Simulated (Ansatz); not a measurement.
A set of related cells and their band gap.

Cell A: ZnP2 (P2₁/c), 24 atoms in the cell; this is a cell whose start was taken from, or built on, an entry of a structure database, and that this text hasn't matched to a measured one, k-point mesh 5×5×4 on the run's own vectors.
```yaml
crystal:
  lattice:
    - [0.00000, 7.26659, 0.00000]
    - [-1.61237, 0.00000, 7.36355]
    - [8.80830, 0.00000, -0.00107]
  atoms:
    - { symbol: Zn, position: [0.40419, 0.72434, 0.39223] }
    - { symbol: Zn, position: [0.59581, 0.27566, 0.60777] }
    - { symbol: Zn, position: [0.90419, 0.77566, 0.60777] }
    - { symbol: Zn, position: [0.09581, 0.22434, 0.39223] }
    - { symbol: Zn, position: [0.75298, 0.89445, 0.08214] }
    - { symbol: Zn, position: [0.24702, 0.10555, 0.91786] }
    - { symbol: Zn, position: [0.25298, 0.60555, 0.91786] }
    - { symbol: Zn, position: [0.74702, 0.39445, 0.08214] }
    - { symbol: P, position: [0.24381, 0.89488, 0.07630] }
    - { symbol: P, position: [0.75619, 0.10512, 0.92370] }
    - { symbol: P, position: [0.74381, 0.60512, 0.92370] }
    - { symbol: P, position: [0.25619, 0.39488, 0.07630] }
    - { symbol: P, position: [0.01582, 0.92801, 0.24205] }
    - { symbol: P, position: [0.98418, 0.07199, 0.75795] }
    - { symbol: P, position: [0.51582, 0.57199, 0.75795] }
    - { symbol: P, position: [0.48418, 0.42801, 0.24205] }
    - { symbol: P, position: [0.42667, 0.21642, 0.37561] }
    - { symbol: P, position: [0.57333, 0.78358, 0.62439] }
    - { symbol: P, position: [0.92667, 0.28358, 0.62439] }
    - { symbol: P, position: [0.07333, 0.71642, 0.37561] }
    - { symbol: P, position: [0.01935, 0.44015, 0.23495] }
    - { symbol: P, position: [0.98065, 0.55985, 0.76505] }
    - { symbol: P, position: [0.51935, 0.05985, 0.76505] }
    - { symbol: P, position: [0.48065, 0.94015, 0.23495] }
```

Cell B: ZnP2 (P4₁2₁2), 24 atoms in the cell, k-point mesh 7×7×2 on the run's own vectors.
```yaml
crystal:
  lattice:
    - [5.05773, 0.00000, 0.00000]
    - [0.00000, 5.05773, 0.00000]
    - [0.00000, 0.00000, 18.42691]
  atoms:
    - { symbol: Zn, position: [0.15433, 0.63754, 0.05082] }
    - { symbol: Zn, position: [0.86246, 0.65433, 0.30082] }
    - { symbol: Zn, position: [0.84567, 0.36246, 0.55082] }
    - { symbol: Zn, position: [0.13754, 0.34567, 0.80082] }
    - { symbol: Zn, position: [0.65433, 0.86246, 0.69918] }
    - { symbol: Zn, position: [0.36246, 0.84567, 0.44918] }
    - { symbol: Zn, position: [0.34567, 0.13754, 0.19918] }
    - { symbol: Zn, position: [0.63754, 0.15433, 0.94918] }
    - { symbol: P, position: [0.99145, 0.98222, 0.12599] }
    - { symbol: P, position: [0.51778, 0.49145, 0.37599] }
    - { symbol: P, position: [0.00855, 0.01778, 0.62599] }
    - { symbol: P, position: [0.48222, 0.50855, 0.87599] }
    - { symbol: P, position: [0.49145, 0.51778, 0.62401] }
    - { symbol: P, position: [0.01778, 0.00855, 0.37401] }
    - { symbol: P, position: [0.50855, 0.48222, 0.12401] }
    - { symbol: P, position: [0.98222, 0.99145, 0.87401] }
    - { symbol: P, position: [0.81917, 0.30325, 0.05903] }
    - { symbol: P, position: [0.19675, 0.31917, 0.30903] }
    - { symbol: P, position: [0.18083, 0.69675, 0.55903] }
    - { symbol: P, position: [0.80325, 0.68083, 0.80903] }
    - { symbol: P, position: [0.31917, 0.19675, 0.69097] }
    - { symbol: P, position: [0.69675, 0.18083, 0.44097] }
    - { symbol: P, position: [0.68083, 0.80325, 0.19097] }
    - { symbol: P, position: [0.30325, 0.81917, 0.94097] }
```

All numbers come from Ansatz (an electronic-structure program), plane waves with PAW, its default PAW set, cutoff 420 eV, 500 eV for r2SCAN. The structures are at rest with r2SCAN; other levels are single points on them. HSE06 runs on coarser k-point meshes, which give the r2SCAN gaps of the finer ones within 0.03 eV. Neutral cells; Fermi-Dirac smearing of at most 0.05 eV in the solids, energies taken to zero width. The lattices are those relaxed with r2SCAN, so at other levels the solids can be strained, which adds to the spread. Larger cells are relaxed on a coarser mesh till forces fall under 0.03 eV/Å, which some starts already meet. The structures are the rest points that the relaxations reached, not proven lowest. A dispersion term ran beside these levels; it doesn't touch the electrons. Gaps are highest filled to lowest empty Kohn-Sham level on the run's k-point mesh, states of defects and surfaces included; edges off the mesh make the true gap smaller, and under 0.08 eV counts as none; a gap is called direct where the least direct separation is within 0.02 eV of it.

**Question.** What does r2SCAN give for the band gap of each cell (eV)?

**Answer.** 
| system | r2SCAN |
|---|---|
| A | 0.97 |
| B | 1.64 |

With r2SCAN the value of B exceeds that of A by 0.67 eV.

**Question.** Does the picture change with the functional?

**Answer.** 
```json
[
 {"system": "A", "HSE06": "1.45"},
 {"system": "B", "HSE06": "2.18"}
]
```

With HSE06 the value of B exceeds that of A by 0.73 eV.
